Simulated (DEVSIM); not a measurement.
System: Co/SiO2/p-Si capacitor, at 400 K.

```csv
layer (left to right),material,thickness (nm),Na (cm⁻³)
1,SiO2,5.00,-
2,Si,390,2.2e18
```

Metal gate on the left, work function 5 eV. Fixed charge at the semiconductor interface -1.6e11 cm⁻² (in units of +e); no interface traps.

The device is made up for the run: typed textbook-type constants, with dimensions and the other settings drawn at random. Values at 300 K; Nc and Nv go as T^1.5, mobilities as T to minus their exponent, the gap by Varshni's rule with the affinity fixed.

| parameter | SiO2 | Si |
|---|---|---|
| gap (eV) | 9 | 1.124 |
| affinity (eV) | 0.9 | 4.05 |
| permittivity | 3.9 | 11.7 |
| Nc (cm⁻³) | - | 2.86e19 |
| Nv (cm⁻³) | - | 3.1e19 |
| Varshni α (eV/K) | - | 0.000473 |
| Varshni β (K) | - | 636 |

DEVSIM, 1D Poisson equation in equilibrium, Boltzmann statistics, complete ionisation; no quantum confinement or tunnelling. Metal contacts follow the ideal Schottky-Mott rule: no Fermi-level pinning, no interface dipoles.

Problem. Tabulate band edges, carrier densities and field at 1.2 V on the gate.

Solution. Energies count from the Fermi level of the right contact; mesh points crowd at the junctions.

```csv
x (μm),Ec (eV),Ev (eV),n (cm⁻³),p (cm⁻³),field (V/cm)
0.000,2.900,-6.100,< 1e2,< 1e2,1600000
0.0007869,3.028,-5.972,< 1e2,< 1e2,1600000
0.001851,3.201,-5.799,< 1e2,< 1e2,1600000
0.003127,3.409,-5.591,< 1e2,< 1e2,1600000
0.004504,3.633,-5.367,< 1e2,< 1e2,1600000
0.005214,0.574,-0.523,2.6e12,1.2e13,510000
0.006282,0.626,-0.470,5.7e11,5.7e13,470000
0.009150,0.748,-0.348,1.7e10,1.9e15,380000
0.01326,0.874,-0.222,4.3e8,7.6e16,240000
0.02055,0.972,-0.125,2.5e7,1.3e18,54000
0.03348,0.990,-0.106,1.5e7,2.2e18,1100
0.06819,0.990,-0.106,1.5e7,2.2e18,≈ 0
0.1180,0.990,-0.106,1.5e7,2.2e18,≈ 0
0.2000,0.990,-0.106,1.5e7,2.2e18,≈ 0
0.3027,0.990,-0.106,1.5e7,2.2e18,≈ 0
0.3435,0.990,-0.106,1.5e7,2.2e18,≈ 0
0.3664,0.990,-0.106,1.5e7,2.2e18,≈ 0
0.3794,0.990,-0.106,1.5e7,2.2e18,≈ 0
0.3884,0.990,-0.106,1.5e7,2.2e18,≈ 0
0.3918,0.990,-0.106,1.5e7,2.2e18,≈ 0
0.3937,0.990,-0.106,1.5e7,2.2e18,≈ 0
0.3950,0.990,-0.106,1.5e7,2.2e18,≈ 0
```
